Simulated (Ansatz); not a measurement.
Results of PBE0 (Ansatz, an electronic-structure program, plane waves, PAW) for BeS (model structure, from the NiAs type, P6₃/mmc, No. 194).

Settings: plane-wave cutoff 460 eV, 9×9×6 k mesh (along the axes of the cell as run), Fermi–Dirac smearing 0.01 eV, scalar-relativistic PAW data made under PBE.

The cell is the one relaxed with PBEsol. Conventional cell: a = 3.2712 Å, b = 3.2712 Å, c = 5.2069 Å, α = 90.00°, β = 90.00°, γ = 120.00°.

```yaml
crystal:
  lattice:
    - [3.27121, 0.00000, 0.00000]
    - [-1.63561, 2.83295, 0.00000]
    - [0.00000, 0.00000, 5.20687]
  atoms:
    - { symbol: Be, position: [0.00000, 0.00000, 0.00000] }
    - { symbol: Be, position: [0.00000, 0.00000, 0.50000] }
    - { symbol: S, position: [0.33333, 0.66667, 0.25000] }
    - { symbol: S, position: [0.66667, 0.33333, 0.75000] }
```

Task: List the 10 lowest band energies at Γ above −25 eV (eV, relative to the valence band maximum), grouping those that round alike.

Result: At Γ: -17.10, -14.39, -8.24, -0.90 (×2), -0.83 (×2), 0.00, 5.18, 6.91.

Note: the cell keeps the symmetry of its start, so it can be a saddle point; cell and atoms aren't relaxed at this level (pressure 1.4 GPa).

A model structure was made by putting elements into a prototype or built by hand; it is no filed structure, need not be a known phase, and can be a saddle point held by its symmetry.
